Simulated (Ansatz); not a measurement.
FeGe₂ (I4/mcm, No. 140; cell taken from a computed entry)

Level of theory: r²SCAN+rVV10 (Ansatz, an electronic-structure program, plane waves, PAW).

Numerical settings: plane-wave cutoff 560 eV, 14×14×14 k mesh, Fermi–Dirac smearing 0.05 eV, spin-polarised start, scalar-relativistic PAW data made under PBE.

Cell: relaxed at this level.

- band gap = none
- lattice constant a = 5.890 Å
- c axis length = 4.893 Å

Note: the magnetic order was assumed, not searched for or taken from measurement; the relaxation could not lower the start's symmetry, so the cell can be a saddle point above a distorted one.

Spin–orbit coupling is not included.

Static lattice: no zero-point or thermal effects.

It cost around 20 core-minutes (rough) of CPU time.
